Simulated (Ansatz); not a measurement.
## A computed series for InAs: pressure series

Take InAs in the zinc blende structure (space group F-43m, No. 216; a = 6.186 Å) as the base.

Cell and atoms are relaxed at each pressure.

Computed with plane-wave PAW DFT at the PBE level (Ansatz, a program for electronic structure, 420 eV), without spin-orbit coupling.

```
variant               density  band gap  shortest interatomic distance
-----------------  ----------  --------  -----------------------------
base               5.32 g/cm³      zero                        2.679 Å
pressure −2 GPa    5.08 g/cm³      zero                        2.721 Å
pressure −1 GPa    5.21 g/cm³      zero                        2.699 Å
pressure 0.9 GPa   5.42 g/cm³      zero                        2.663 Å
pressure 2.1 GPa   5.54 g/cm³      zero                        2.644 Å
pressure 4.5 GPa   5.75 g/cm³      zero                        2.611 Å
pressure 9 GPa     6.09 g/cm³   0.14 eV                        2.561 Å
pressure 15 GPa           [?]       [?]                            [?]
pressure 22.5 GPa  6.87 g/cm³   0.75 eV                        2.461 Å
pressure 30 GPa    7.21 g/cm³   0.98 eV                        2.421 Å
```

Q: Some entries are withheld; estimate them.

A: 
- pressure 15 GPa, density: 6.47 g/cm³
- pressure 15 GPa, band gap: 0.45 eV
- pressure 15 GPa, shortest interatomic distance: 2.510 Å

The mesh was chosen for an insulator and is coarse for the gapless case. Load acts through the strain it causes; cell and atoms are relaxed under it. Stability against distortions was not tested. All final runs are without spin polarisation. Measured, InAs leaves this structure (for rock salt) near 7 GPa (temperature not stated; as listed in Datta, Sujoy, Jana, Debnarayan, arXiv (2020)). The zero or small gap of InAs can change with the level of theory.
